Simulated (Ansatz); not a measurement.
Electronic density of states of amorphous germanium selenide (Ge₃₆Se₅₄), density 4.35 g/cm³, on a 2×2×2 Γ-centred mesh with a Gaussian width of 0.1 eV; energies count from the Fermi level, whose place inside the gap is arbitrary. Cell and mesh are small, so fine structure isn't converged. Method: PBE, scalar-relativistic without spin-orbit coupling, PAW (Ansatz default set, large-core Se) (plane waves to 420 eV; Ansatz, a quantum-chemistry and plane-wave program). Sampling: a 2×2×2 Γ-centred mesh; Fermi-Dirac width 0.05 eV; no spin polarisation.

It comes from a melt-quench run on a machine-learned potential (CHGNet), relaxed afterwards by DFT. The hot cell started wider than the set density and was brought back towards it in steps. It is the lowest in DFT energy of 4 quenches. It is a model cell: composition and starting density were chosen by hand, and all elements were melted together. No dispersion term was used. Its density started from a set value of 4.35 and ended at 4.35 g/cm³. The quench (nominally 20 K/ps over its main leg) was far faster than any real one, so the model tends to hold more defects than a real film. One small periodic cell is one sample of the glass; other quenches scatter about these values. The volume was held where the preparation left it, at a PBE pressure of 0.7 GPa. Stress components on the final sampling reach 0.9 GPa. On a 2×2×2 Γ-centred mesh force components of up to 0.17 eV/Å stay, since the relaxation ran on the zone centre alone.

| E - EF (eV) | states/(eV atom) |
|---|---|
| -12.00 | 0.04 |
| -11.90 | 0.00 |
| -11.80 | 0.00 |
| -11.70 | 0.00 |
| -11.60 | 0.00 |
| -11.50 | 0.00 |
| -11.40 | 0.00 |
| -11.30 | 0.00 |
| -11.20 | 0.00 |
| -11.10 | 0.00 |
| -11.00 | 0.00 |
| -10.90 | 0.00 |
| -10.80 | 0.00 |
| -10.70 | 0.00 |
| -10.60 | 0.00 |
| -10.50 | 0.00 |
| -10.40 | 0.00 |
| -10.30 | 0.00 |
| -10.20 | 0.00 |
| -10.10 | 0.00 |
| -10.00 | 0.00 |
| -9.90 | 0.00 |
| -9.80 | 0.00 |
| -9.70 | 0.00 |
| -9.60 | 0.00 |
| -9.50 | 0.00 |
| -9.40 | 0.00 |
| -9.30 | 0.07 |
| -9.20 | 0.24 |
| -9.10 | 0.37 |
| -9.00 | 0.35 |
| -8.90 | 0.30 |
| -8.80 | 0.26 |
| -8.70 | 0.25 |
| -8.60 | 0.32 |
| -8.50 | 0.37 |
| -8.40 | 0.40 |
| -8.30 | 0.41 |
| -8.20 | 0.40 |
| -8.10 | 0.40 |
| -8.00 | 0.38 |
| -7.90 | 0.29 |
| -7.80 | 0.28 |
| -7.70 | 0.34 |
| -7.60 | 0.34 |
| -7.50 | 0.33 |
| -7.40 | 0.28 |
| -7.30 | 0.23 |
| -7.20 | 0.23 |
| -7.10 | 0.25 |
| -7.00 | 0.30 |
| -6.90 | 0.25 |
| -6.80 | 0.14 |
| -6.70 | 0.12 |
| -6.60 | 0.08 |
| -6.50 | 0.02 |
| -6.40 | 0.00 |
| -6.30 | 0.00 |
| -6.20 | 0.00 |
| -6.10 | 0.00 |
| -6.00 | 0.00 |
| -5.90 | 0.00 |
| -5.80 | 0.00 |
| -5.70 | 0.00 |
| -5.60 | 0.00 |
| -5.50 | 0.01 |
| -5.40 | 0.07 |
| -5.30 | 0.24 |
| -5.20 | 0.41 |
| -5.10 | 0.48 |
| -5.00 | 0.55 |
| -4.90 | 0.62 |
| -4.80 | 0.59 |
| -4.70 | 0.50 |
| -4.60 | 0.51 |
| -4.50 | 0.60 |
| -4.40 | 0.57 |
| -4.30 | 0.53 |
| -4.20 | 0.53 |
| -4.10 | 0.59 |
| -4.00 | 0.65 |
| -3.90 | 0.68 |
| -3.80 | 0.64 |
| -3.70 | 0.64 |
| -3.60 | 0.63 |
| -3.50 | 0.64 |
| -3.40 | 0.71 |
| -3.30 | 0.73 |
| -3.20 | 0.71 |
| -3.10 | 0.73 |
| -3.00 | 0.75 |
| -2.90 | 0.74 |
| -2.80 | 0.73 |
| -2.70 | 0.73 |
| -2.60 | 0.72 |
| -2.50 | 0.74 |
| -2.40 | 0.77 |
| -2.30 | 0.78 |
| -2.20 | 0.75 |
| -2.10 | 0.71 |
| -2.00 | 0.69 |
| -1.90 | 0.78 |
| -1.80 | 0.81 |
| -1.70 | 0.83 |
| -1.60 | 0.82 |
| -1.50 | 0.79 |
| -1.40 | 0.79 |
| -1.30 | 0.77 |
| -1.20 | 0.69 |
| -1.10 | 0.62 |
| -1.00 | 0.59 |
| -0.90 | 0.58 |
| -0.80 | 0.55 |
| -0.70 | 0.49 |
| -0.60 | 0.42 |
| -0.50 | 0.43 |
| -0.40 | 0.30 |
| -0.30 | 0.08 |
| -0.20 | 0.01 |
| -0.10 | 0.00 |
| 0.00 | 0.00 |
| 0.10 | 0.00 |
| 0.20 | 0.01 |
| 0.30 | 0.07 |
| 0.40 | 0.18 |
| 0.50 | 0.30 |
| 0.60 | 0.42 |
| 0.70 | 0.42 |
| 0.80 | 0.33 |
| 0.90 | 0.35 |
| 1.00 | 0.44 |
| 1.10 | 0.47 |
| 1.20 | 0.48 |
| 1.30 | 0.43 |
| 1.40 | 0.37 |
| 1.50 | 0.40 |
| 1.60 | 0.41 |
| 1.70 | 0.41 |
| 1.80 | 0.43 |
| 1.90 | 0.43 |
| 2.00 | 0.43 |
| 2.10 | 0.47 |
| 2.20 | 0.47 |
| 2.30 | 0.50 |
| 2.40 | 0.54 |
| 2.50 | 0.56 |
| 2.60 | 0.62 |
| 2.70 | 0.64 |
| 2.80 | 0.70 |
| 2.90 | 0.70 |

The gap on this mesh is 0.71 eV; the broadening fills part of it in the curve.
